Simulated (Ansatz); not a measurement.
# A constructed model of the (0001) surface of hcp Ti, a pseudomorphic layer of In in the other hollow (bottom of the slab: a bare face, its two planes held)

Computed with PBE (plane waves to 420 eV, PAW; Ansatz, a program for electronic structure).

Set-up: 7 atoms, 14.3 Å thick at the start; mesh 15x15x1; 0.1 eV smearing; dipole correction on; 2 atoms held, the rest relaxed; start symmetry kept, larger cells not searched; no spin, no spin-orbit, no U. In PBE it is, or lies within 0.01 eV a 1x1 cell of, the lowest of the 2 structures of its composition computed so far; larger cells were not tried.

work function of the top face: 4.05 eV
energy released by relaxation: 0.022 eV
cost: about 2.6 core-minutes (a rough figure)
